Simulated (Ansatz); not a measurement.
The starting structures come from a database of crystals and need not be the phases stable at ambient conditions.

By LDA and PBEsol, the system below comes out a metal.

Given:

```xyz
8
Lattice="4.5494 0.0000 0.0000 0.0000 4.5494 0.0000 0.0000 0.0000 4.5494" Properties=species:S:1:pos:R:3 pbc="T T T"
Cr     3.4120     0.0000     2.2747
Cr     1.1373     0.0000     2.2747
Cr     2.2747     1.1373     0.0000
Cr     2.2747     3.4120     0.0000
Cr     0.0000     2.2747     3.4120
Cr     0.0000     2.2747     1.1373
Ge     0.0000     0.0000     0.0000
Ge     2.2747     2.2747     2.2747
```

Space group of this cell: Pm-3n, A15 (Cr3Si type). The cell is taken as given; by PBEsol its mean pressure is -3.4 GPa.

The current runs along the normal of the first two printed vectors, the (001) plane. All runs by Ansatz (a quantum-chemistry and plane-wave program), plane waves and PAW, without spin-orbit coupling; the base is PBEsol.

| run | mean pressure (GPa) | G/A, both spins (10¹⁵ S/m²) |
|---|---|---|
| base | -3.4 | 0.93 |
| all lengths scaled by 0.98 | 13.0 | 0.98 |
| all lengths scaled by 1.02 | -15.7 | [?] |
| lda in place of pbesol | -10.1 | 0.93 |
| lengths across the current scaled by 0.98, ions clamped | 7.2 | 0.91 |
| lengths across the current scaled by 1.02, ions clamped | -11.9 | 0.95 |
| lengths along the current scaled by 0.97, ions clamped | 4.6 | [?] |
| lengths along the current scaled by 1.03, ions clamped | -9.7 | 0.86 |

### Question
Fill in the missing entries.

### Answer

- all lengths scaled by 1.02, G/A, both spins (10¹⁵ S/m²): 0.90
- lengths along the current scaled by 0.97, ions clamped, G/A, both spins (10¹⁵ S/m²): 1.00
